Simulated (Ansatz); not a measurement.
Reference: YSb (Fm-3m), PBEsol, DFPT electron-phonon coupling, linearised Boltzmann equation (plane waves, PAW, scalar-relativistic; Ansatz, a program for electronic structure); geometry: relaxed with this functional, without spin-orbit coupling.

```xyz
2
Lattice="0.0000 3.0588 3.0588 3.0588 0.0000 3.0588 3.0588 3.0588 0.0000" Properties=species:S:1:pos:R:3 pbc="T T T"
Y      3.0588     3.0588     3.0588
Sb     0.0000     0.0000     0.0000
```

| Property | Result |
|---|---|
| resistivity at 300 K | 18.4 μΩ·cm |

Question: Replace Y by La on the same sites and relax. What happens?

Answer: LaSb (Fm-3m): volume per atom 28.6 to 33.6 Å³; resistivity at 300 K rises (18.4 μΩ·cm to 41 μΩ·cm).

Question: Swap Sb for As, keeping the structure type. How do these values move?

Answer: YAs (Fm-3m): volume per atom 28.6 to 23.7 Å³; resistivity at 300 K stays about the same (18.4 μΩ·cm to 21 μΩ·cm).

Question: Swap Sb for Se, keeping the structure type. How do these values move?

Answer: YSe (Fm-3m): volume per atom 28.6 to 23.0 Å³; resistivity at 300 K rises (18.4 μΩ·cm to 30 μΩ·cm).

Moves up to 15 % count as about the same. Metals; harmonic phonons alone scatter; means over directions. Halving the electron mesh moves these values by up to 11 %; q meshes are mostly untested. Some of the runs warned that the eigensolver left states short of its tolerance. Spin-orbit coupling is left out.

Formula and space group known from diffraction (Crystallography Open Database), not checked to be the room-temperature form: LaSb (Fm-3m), YAs (Fm-3m), YSb (Fm-3m), YSe (Fm-3m).
